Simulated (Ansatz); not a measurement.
Effect of pressure −2 GPa on Ge

The reference is Ge (space group Im-3m, No. 229; a = 7.0054 Å; a model cell, its experimental status unchecked).

One thing is altered: a negative pressure, −2 GPa.

All numbers come from plane-wave PAW DFT at the PBEsol level (Ansatz, an electronic-structure program, 420 eV), no spin-orbit coupling. Γ-centred 10×10×10 mesh, Fermi–Dirac width 0.05 eV.

The volume per atom increases by 1.28 Å³ (28.65 Å³ → 29.93 Å³) and the density shrinks by 0.18 g/cm³ (4.21 g/cm³ → 4.03 g/cm³). The lattice parameter a grows by 0.103 Å, from 7.005 Å to 7.108 Å and the enthalpy H = E + PV relative to the base's energy amounts to -0.37 eV/atom. The band gap is still zero.

Final structure:

```yaml
crystal:
  lattice:
    - [-3.55422, 3.55422, 3.55422]
    - [3.55422, -3.55422, 3.55422]
    - [3.55422, 3.55422, -3.55422]
  atoms:
    - { symbol: Ge, position: [0.50000, 0.75000, 0.25000] }
    - { symbol: Ge, position: [0.25000, 0.50000, 0.75000] }
    - { symbol: Ge, position: [0.75000, 0.50000, 0.25000] }
    - { symbol: Ge, position: [0.50000, 0.25000, 0.75000] }
    - { symbol: Ge, position: [0.25000, 0.75000, 0.50000] }
    - { symbol: Ge, position: [0.75000, 0.25000, 0.50000] }
```

Cost of the whole job for the changed cell (relaxation, final SCF and bands): roughly 80 core-seconds.

Load acts through the strain it causes; cell and atoms are relaxed under it. Stability against distortions was not tested. This is not the structure that Ge has at room temperature and ambient pressure. The zero or small gap of Ge can change with the level of theory.
